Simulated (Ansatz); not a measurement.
## Response to strain in hypothetical P4_32_12 C

Take C (space group P4_32_12, No. 96; a = 3.8019 Å, c = 4.6811 Å; a hypothetical phase, not in the database extracts checked) as the base. Axes: x, y, z lie along a, b, c of the conventional cell.

Strains are applied to the cell and any free atomic positions relax; under biaxial strain the out-of-plane vector relaxes too.

Levels (all Ansatz, a program for electronic structure, PAW): PBE (420 eV, no SOC); PBEsol (420 eV, without spin-orbit coupling).

The base cell above is that of PBE; each level relaxes its own structures.

Notes on the quantities. pressure: mean of the normal stresses, compression positive.

| case | pressure, PBE | pressure, PBEsol |
|---|---|---|
| biaxial strain −1.27 %, plane normal [001], relaxed out of plane | 10.66 GPa | ? |
| biaxial strain −1.25 %, plane normal [001], relaxed out of plane | 10.49 GPa | 10.91 GPa |
| biaxial strain −0.44 %, plane normal [001], relaxed out of plane | 3.56 GPa | 3.71 GPa |
| isotropic strain +2.82 % | -28.37 GPa | ? |

What belongs in the blanks?


- biaxial strain −1.27 %, plane normal [001], relaxed out of plane, pressure, PBEsol: 11.10 GPa
- isotropic strain +2.82 %, pressure, PBEsol: -29.86 GPa

The two levels differ by at most about 1.49 GPa. They put the cases in the same order.

Whether these cells are dynamically stable was not tested.
